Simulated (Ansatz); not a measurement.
Cost and result by functional for the surface energy of the (0001) surface of beta Si3N4 in its 1x1 cell (cut with top plane 4 N + 3 Si, bottom plane 4 N + 3 Si), outermost plane spacing 1.46 Å in the ideal cut, in Ansatz (plane waves, PAW). Single points on the PBE structure, on one kind of machine; costs are rough ratios of the slab run's core time (references not counted) to the cheapest single point. r2SCAN's cost holds its higher cutoff (500 against 420 eV). Differences are taken against HSE06 for comparison alone: no measured value is at hand, so the table doesn't rank accuracy. HSE06 ran on a coarser k-mesh, which lowers its cost and carries part of its shift.

Slab: 63 atoms, N36Si27, 11.7 Å thick at the start; k 4x4x1, smearing 0.025 eV, dipole-corrected; all atoms relaxed; symmetry of the start imposed; no spin, no spin-orbit, no U. These notes are the PBE run's.

```tsv
functional	relative cost	surface energy (J/m²)	less HSE06 (J/m²)
PBEsol	1	2.85	-0.07
RPBE	1	2.45	-0.47
LDA	1	3.04	0.12
r2SCAN	2	2.96	0.04
HSE06	20	2.92	0.00
PBE (the relaxed run's value)	–	2.65	-0.27
```

The values span 0.59 J/m², while the single points' costs differ by a factor of roughly 20. Differences are of unrounded values.

Ansatz is a program for electronic structure.
